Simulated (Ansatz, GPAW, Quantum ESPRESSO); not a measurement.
## One structure in several programs: VCrB2 (Amm2, 4 atoms in the cell)

Self-consistent single point, at a second geometry (lattice scaled by 0.98). First geometry:

```xyz
4
Lattice="2.9902 0.0000 0.0000 0.0000 1.5180 4.0324 0.0000 -1.5180 4.0324" Properties=species:S:1:pos:R:3 pbc="T T T"
V      1.4951     0.0000     1.1921
Cr     0.0000     0.0000     6.8850
B      0.0000     0.0000     4.5385
B      1.4951     0.0000     3.5142
```

Shared settings, as Ansatz (a first-principles code) writes them: kpoints.mp_grid.grid = 9 9 9; scf.occupations.method = fermi_dirac; scf.occupations.width = 0.05 eV. Potentials and cutoffs stand in the table.

```csv
code,model,ΔF from the first geometry (meV/atom),pressure (GPa),largest force (eV/Å),cutoff
Ansatz,"LDA (PW92), PAW files made with PBE",-65.3,-11.86,0.141,420 eV
GPAW,"LDA (Perdew-Wang 92), GPAW PAW datasets LDA (gpaw-data 1.0.1)",-63.9,–,0.138,950 eV
Quantum ESPRESSO,"LDA (PZ), GBRV 1.5 ultrasoft (LDA) pseudopotentials",-63.0,-11.06,0.129,50 Ry
```

Size of the force on each atom (eV/Å): Sizes of forces hide their directions.

| code | V1 | Cr2 | B3 | B4 |
|---|---|---|---|---|
| Ansatz | 0.141 | 0.093 | 0.063 | 0.112 |
| GPAW | 0.123 | 0.071 | 0.085 | 0.138 |
| Quantum ESPRESSO | 0.129 | 0.069 | 0.042 | 0.102 |

A dash marks a value that a program does not give, or that is left out as unsure.

On Ansatz's run: spin polarisation is off.

The spread over the programs that give each value: ΔF from the first geometry within 2.3 meV/atom; pressure within 0.80 GPa; largest force within 0.012 eV/Å.

Ansatz's pressure is given at a fixed set of plane waves, as the other plane-wave codes print theirs; with its correction for the finite basis it is -11.67 GPa. The pressure of GPAW is left out: its cutoff lies under the one at which its stress was checked. The same LDA comes in different parametrisations, which differ slightly.

The starting cell comes from a database of computed structures (which also holds hypothetical and non-ambient phases and stackings), without a prior relaxation at this level. Its lattice was rescaled by a random factor within 2.5 % of one. For this run, on top of that: lattice scaled by 0.98.

Keys are those of Ansatz 0.2.
